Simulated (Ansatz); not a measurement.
Question: Name crystals whose electron-phonon coupling λ lies between 0.122 and 0.191 and whose logarithmic mean phonon energy lies between 15.8 and 25 meV, by PBEsol, DFPT electron-phonon coupling, linearised Boltzmann equation run with Ansatz (an electronic-structure program).

Answer: Many crystals can fit; among those computed here:
- TaNi3 (I4/mmm): 0.153, 19.8 meV

Metals; harmonic phonons. Halving the electron mesh moves these values by up to 2 %; q meshes are mostly untested. Some of the runs warned that the eigensolver left states short of its tolerance. Spin-orbit coupling is left out.

Formula and space group known from diffraction (Crystallography Open Database), not checked to be the room-temperature form: TaNi3 (I4/mmm). Treated as nonmagnetic (a ferromagnetic start lost its moment, other orders weren't tried): TaNi3 (I4/mmm).
